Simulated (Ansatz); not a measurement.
**A computed series for TiO2: response to strain**

The parent structure is TiO2 in the rutile structure (space group P4_2/mnm, No. 136).

```yaml
crystal:
  lattice:
    - [4.59673, 0.00000, 0.00000]
    - [0.00000, 4.59673, 0.00000]
    - [0.00000, 0.00000, 2.95369]
  atoms:
    - { symbol: Ti, position: [0.00000, 0.00000, 0.00000] }
    - { symbol: Ti, position: [0.50000, 0.50000, 0.50000] }
    - { symbol: O, position: [0.30461, 0.30461, 0.00000] }
    - { symbol: O, position: [0.80461, 0.19539, 0.50000] }
    - { symbol: O, position: [0.19539, 0.80461, 0.50000] }
    - { symbol: O, position: [0.69539, 0.69539, 0.00000] }
```

Strains are applied to the cell and any free atomic positions relax.

Level of theory: Kohn–Sham DFT with the r2SCAN functional, run in Ansatz (a first-principles code) with PAW and 500 eV plane waves, no spin-orbit coupling.

```json
[
 {"isotropic strain (%)": "-2.5", "band gap (eV)": "2.33"},
 {"isotropic strain (%)": "-0.15", "band gap (eV)": "?"},
 {"isotropic strain (%)": "0", "band gap (eV)": "2.22"},
 {"isotropic strain (%)": "0.96", "band gap (eV)": "2.18"}
]
```

Fit E_g = E₀ + Dε (ε in %) to the rows shown and predict the withheld row.

Least squares on the printed values gives E₀ = 2.22 eV, D = -43.5 meV per % of strain (largest residual 0.00 eV); this predicts 2.23 eV, and the run gives 2.23 eV, in agreement.

No phonon test of stability was made. All final runs are without spin polarisation.
